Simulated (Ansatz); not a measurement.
Amorphous Al₃₀O₃₃N₈, 71 atoms at 3.00 g/cm³, one PBE-relaxed geometry, zone centre. Methods: PBE, scalar-relativistic without spin-orbit coupling (Ansatz, an electronic-structure program); r2SCAN, scalar-relativistic without spin-orbit coupling (Ansatz). Plane waves to 420 eV (r2SCAN 500 eV). At PBE the levels at the filled edge of the gap are localised (band-tail or defect states), and the nearest spread-out levels lie 3.2 eV apart at the zone centre. All rungs ran without spin polarisation.

Preparation: random packing, a CHGNet melt and quench, and a DFT relaxation. O and N atoms were pushed apart under 1.9 Å during the dynamics, to hinder bonds among them. The hot cell started wider than the set density and was brought back towards it in steps. It is the lowest in DFT energy of 2 quenches. It is a model cell: composition and starting density were chosen by hand, and all elements were melted together. No dispersion term was used. A short ab initio anneal came between quench and relaxation. Its density started from a set value of 3.00 and ended at 3.00 g/cm³. The quench (nominally 290 K/ps over its main leg) was far faster than any real one, so the model tends to hold more defects than a real film. Values belong to this one cell and scatter from quench to quench. The volume was held where the preparation left it and the shape relaxed, at a PBE pressure of 1.7 GPa. Stress components on the final sampling reach 1.7 GPa.

The relaxation ran on the zone centre alone. At PBE the level gap is 2.72 eV on a 2×2×2 Γ-centred mesh, and the spacing at the zone centre alone 2.71 eV.

Question: What zone-centre spacing does r2SCAN give, roughly?

Answer: 3.28 eV (+0.57 eV against PBE).

The highest filled and the lowest empty state spread over these numbers of atoms (participation numbers): PBE: 3.1 and 50.6; r2SCAN: 3.0 and 49.2.
